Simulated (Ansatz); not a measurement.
Consider interstitial O in monoclinic ZrO2, neutral cell. The step: several atoms move together, O the farthest; the atom moves 2.08 Å along (-0.10, 0.15, -0.36) of the unit cell; the moving atom starts with neighbours O at 1.48; Zr at 2.18 Å and ends with O at 1.48 Å. DFT values are from Ansatz (plane-wave PAW, 420 eV unless said) in a cell of 96 host sites, spin-restricted, static, with no finite-size correction. The charge state is imposed; whether it is stable for some Fermi level was not computed. Sites that were not tried may lie lower. For the PBE band: the program found a first-order saddle point.

| Level | Forward barrier (eV) | Cost of the band or of the saddle's single point |
|---|---|---|
| PBE, the Γ point alone, band relaxed | 0.80 | around 90 core-minutes (rough) |
| PBE, a 2×2×2 k-point mesh shifted by half a step, same geometries | 0.81 | about 6 core-minutes (a rough figure) |
| r2SCAN at 500 eV, the Γ point alone, same geometries | … | around 120 core-seconds (rough) |

Some entries are withheld; supply them.


- r2SCAN at 500 eV, the Γ point alone, same geometries, Forward barrier (eV): 0.97

Ansatz is an electronic-structure program.
